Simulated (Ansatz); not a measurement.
Base system: KTaO₃ in the cubic perovskite structure (space group Pm-3m, No. 221; a = 4.0244 Å).

Method: PBE (Ansatz, an electronic-structure program; PAW; 420 eV plane waves; no spin-orbit coupling).

For the base:

- Band gap = 2.16 eV
- Width of the top valence band = 1.07 eV
- Gap character = indirect, R → Γ
- Shortest interatomic distance = 201.2 pm
- Smallest direct gap = 2.78 eV

It is then changed as follows: cell and atoms relaxed at a pressure of 100 GPa.

### Question
What happens to the band gap, width of the top valence band, gap character, shortest interatomic distance and smallest direct gap?

### Answer
The band gap increases by 0.55 eV (2.16 eV → 2.71 eV); the width of the top valence band goes up by 0.229 eV to 1.29 eV; the gap character remains indirect, R → Γ; the shortest interatomic distance falls by 18.2 pm (201.2 pm → 183.0 pm); the smallest direct gap increases by 0.12 eV to 2.90 eV.

With Ta present, leaving out spin-orbit coupling can change the band edges. Load acts through the strain it causes; cell and atoms are relaxed under it. No phonon test of stability was made. No other phases were tried under pressure.
